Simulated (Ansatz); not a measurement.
**Evanescent states of ZnSe (F-43m, zinc blende, 2 atoms a cell, 22.7 Å³ an atom) along the normal of (111)**

Computed with r2SCAN (plane waves, PAW; Ansatz, an electronic-structure program).

The gap is the functional's own. No spin-orbit coupling. Mid-gap values are those at the computed energy nearest the middle.

Energies count from the valence-band top; κ is the least over a 12×12 mesh across the current.

| E (eV) | κ (1/Å) | where |
|---|---|---|
| 0.05 | 0.037 | Γ |
| 0.15 | 0.062 | Γ |
| 0.25 | 0.078 | Γ |
| 0.35 | 0.090 | Γ |
| 0.45 | 0.099 | Γ |
| 0.55 | 0.106 | Γ |
| 0.65 | 0.111 | Γ |
| 0.75 | 0.114 | Γ |
| 0.85 | 0.116 | Γ |
| 0.95 | 0.117 | Γ |
| 1.05 | 0.117 | Γ |
| 1.15 | 0.115 | Γ |
| 1.25 | 0.112 | Γ |
| 1.35 | 0.107 | Γ |
| 1.45 | 0.100 | Γ |
| 1.55 | 0.091 | Γ |
| 1.65 | 0.078 | Γ |
| 1.75 | 0.060 | Γ |
| 1.85 | 0.025 | Γ |

Problem. How thick must the barrier be to attenuate the transmission by 10^8 when the electrodes' Fermi level lies at 1.05 eV, and what attenuation does that film give at 0.35 eV?

Solution. d = 8 ln 10 / (2 × 0.117) = 78.7 Å. At 0.35 eV it gives 8 × 0.090/0.117 = 6.2 decades.
